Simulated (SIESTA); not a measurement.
Band structure of Ga (Cmce, 4 atoms in the cell).

```
CELL_PARAMETERS angstrom
      2.23154    -3.82558     0.00000
      2.23154     3.82558     0.00000
      0.00000     0.00000     4.58739
ATOMIC_POSITIONS crystal
  Ga 0.65570 0.34430 0.41540
  Ga 0.34430 0.65570 0.58460
  Ga 0.84430 0.15570 0.91540
  Ga 0.15570 0.84430 0.08460
```

Method of the run: GGA PBE, numerical atomic orbitals DZP, PseudoDojo PBE standard norm-conserving potentials (rewritten from UPF to PSML) run with SIESTA 5.4.2.

Settings: XC.functional = GGA; XC.authors = PBE; potentials = PseudoDojo PBE standard; PAO.BasisSize = DZP; PAO.EnergyShift = 0.005 Ry; MeshCutoff = 300 Ry; kgrid.MonkhorstPack = 6 6 5; OccupationFunction = FD; ElectronicTemperature = 1578.21 K; MaxSCFIterations = 150; SCF.Mixer.Method = Pulay; SCF.Mixer.Weight = 0.25; SCF.Mixer.History = 8; SCF.DM.Tolerance = 1.0E-05.

The starting cell comes from a database of computed structures (which also holds hypothetical and non-ambient phases and stackings), without a prior relaxation at this level. Its lattice was rescaled by a random factor within 2.5 % of one. Values carry the incompleteness of an atom-centred basis.

Levels in eV from the Fermi level, bands 23 to 28:
```csv
point,23,24,25,26,27,28
Γ,-3.98,-1.67,-1.53,-0.75,1.00,1.03
X,-6.54,-1.30,-1.23,-0.29,-0.24,0.86
S,-3.49,-3.49,-1.53,-1.53,0.68,0.68
R,-6.35,-6.35,-1.57,-1.57,0.57,0.57
A,-6.10,-6.10,-3.66,-3.66,4.42,4.42
Z,-0.04,-0.04,0.01,0.01,0.11,0.11
Y,-4.03,-3.25,-2.00,-1.69,1.08,1.11
X1,-6.54,-1.30,-1.23,-0.29,-0.24,0.86
A1,-6.10,-6.10,-3.66,-3.66,4.42,4.42
T,-5.41,-5.41,-1.23,-1.23,-0.77,-0.77
```

Bands cross the Fermi level along this path, so the cell is metallic at this level.

Higher empty bands are left out: an atom-centred basis made for the valence describes them poorly.
